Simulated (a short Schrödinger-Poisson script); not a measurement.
**MOS inversion layer, SiO2 on p-type GaAs**

Stack: MOS inversion layer, SiO2 on p-type GaAs, at 400 K.

| layer | material | thickness (nm) | Na (cm⁻³) |
|---|---|---|---|
| 1 | SiO2 | 2.4 | - |
| 2 | GaAs | 1800 | 1.5e17 |

The device is made up for the run: typed textbook-type constants, with dimensions and the other settings drawn at random. SiO2: permittivity 3.9, conduction-band edge (eV) 3.17, gap (eV) 9, electron mass (mₑ) 0.5. GaAs: permittivity 12.9, conduction-band edge (eV) 0, gap (eV) 1.424, Nv at 300 K (cm⁻³) 9e18.

Channel valleys (confinement mass, in-plane density-of-states mass, number): Γ 0.067, 0.067, 1. At the gate the conduction-band edge of layer 1 lies 3.34 eV − eVg above the Fermi level of the channel; the field vanishes at the back. Gaps are held at their typed values at every temperature. Mesh 0.03 nm at interfaces.

From a short Schrödinger-Poisson script (our own, NumPy): 1D Poisson equation in equilibrium, electrons quantum, Hartree (BenDaniel-Duke, 12 states a valley, the channel's in-plane mass for all, wave functions ending at the dielectric), parabolic valleys, classical holes, full ionisation, no traps, pinning or gate leakage.

| Vg (V) | electrons (cm⁻²) | C (μF/cm²) | Γ E0 (meV) | Γ E1 (meV) |
|---|---|---|---|---|
| 0 | 1.51e6 | 0.113 | 462.8 | 561.8 |
| 0.1 | 1.91e7 | 0.108 | 375.2 | 477.9 |
| 0.2 | 2.45e8 | 0.105 | 287.1 | 393.1 |
| 0.3 | 3.15e9 | 0.112 | 198.8 | 308.1 |
| 0.4 | 3.59e10 | 0.212 | 114.2 | 226.8 |
| 0.5 | 2.14e11 | 0.499 | 49.6 | 165.8 |
| 0.6 | 5.69e11 | 0.689 | 9.5 | 129.8 |
| 0.7 | 1.02e12 | 0.776 | -18.9 | 106.0 |
| 0.8 | 1.50e12 | 0.822 | -42.0 | 87.4 |
| 0.9 | 2.02e12 | 0.851 | -62.6 | 71.6 |
| 1 | 2.55e12 | 0.871 | -81.7 | 57.5 |
| 1.1 | 3.09e12 | 0.887 | -99.7 | 44.6 |
| 1.2 | 3.64e12 | 0.900 | -117.1 | 32.7 |
| 1.3 | 4.21e12 | 0.912 | -133.8 | 21.6 |
| 1.4 | 4.77e12 | 0.922 | -150.1 | 11.2 |
| 1.5 | 5.35e12 | 0.931 | -166.1 | 1.5 |
| 1.6 | 5.93e12 | 0.939 | -181.6 | -7.8 |
| 1.7 | 6.51e12 | 0.946 | -197.0 | -16.7 |

Gate voltages with under 1e6 electrons/cm² are left out.

Subbands count from the Fermi level.

Above a few 1e12 electrons/cm² a light Γ valley is non-parabolic and upper valleys begin to fill, which the model leaves out.
